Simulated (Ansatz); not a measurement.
The reference is Zr in the hcp (Mg type) structure (space group P6_3/mmc, No. 194; a = 3.1825 Å, c = 5.1235 Å; relaxed with 0.1 eV smearing). Axes: x lies along a and z along c of the hexagonal cell.

Method: PBEsol (Ansatz, a first-principles code, PAW, spin-orbit coupling left out).

One thing is altered: uniaxial strain ε_xx = +2.00 %, all other strain components held at zero, atoms relaxed at fixed cell.

### Question
Estimate the effect on the stress and largest internal atomic displacement.

### Answer
The stress (xx, yy, zz, yz, xz, xy; compression positive) is (-2.6, -1.5, -1.4, 0.0, 0.0, 0.0) GPa; the largest internal atomic displacement comes out as 0.025 Å.

No phonon test of stability was made. The final runs are not spin-polarised.
